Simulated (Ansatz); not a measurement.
## Equilibrium lattice constant a of zinc-blende LiF (model structure) at several levels of theory

No measured value is used here.

```csv
level (code),value (Å)
LDA (Ansatz),4.204
PBE (Ansatz),4.364
PBEsol (Ansatz),4.310
```

Ansatz's density-functional and Hartree–Fock values are scalar-relativistic unless marked +SOC, with PAW data made under PBE.

A model structure was made by putting elements into a prototype or built by hand; it is no filed structure, need not be a known phase, and can be a saddle point held by its symmetry.

Ansatz is a quantum-chemistry and plane-wave program.
